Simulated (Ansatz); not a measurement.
## Response to strain in SnO2

Consider SnO$_{2}$ in the rutile structure (space group P4_2/mnm, No. 136; a = 4.7692 Å, c = 3.2120 Å). Axes: x, y, z lie along a, b, c of the conventional cell.

Strains are applied to the cell and any free atomic positions relax.

The values are results of PBEsol in Ansatz (plane waves to 420 eV, PAW, scalar-relativistic without spin-orbit coupling), not measurements.

Notes on the quantities. energy relative to the base: free energy F.

| variant | energy relative to the base | shortest interatomic distance | band gap |
|---|---|---|---|
| base | 0 meV/atom | 2.066 Å | 0.92 eV |
| tensor shear ε_xz = +1.00 % | [?] | 2.062 Å | 0.92 eV |
| tensor shear ε_xz = +2.00 % | +5.4 meV/atom | 2.055 Å | 0.91 eV |
| tensor shear ε_xz = +1.33 % | +2.4 meV/atom | [?] | 0.91 eV |
| tensor shear ε_xz = +0.33 % | +0.1 meV/atom | 2.066 Å | 0.92 eV |
| tensor shear ε_xz = +1.67 % | +3.8 meV/atom | 2.057 Å | 0.91 eV |
| tensor shear ε_xz = +0.67 % | +0.6 meV/atom | 2.065 Å | 0.92 eV |

Task: Some entries are withheld; estimate them.

Result: 
- tensor shear ε_xz = +1.00 %, energy relative to the base: +1.3 meV/atom
- tensor shear ε_xz = +1.33 %, shortest interatomic distance: 2.060 Å

Stability against distortions was not tested.

Ansatz is a program for electronic structure.
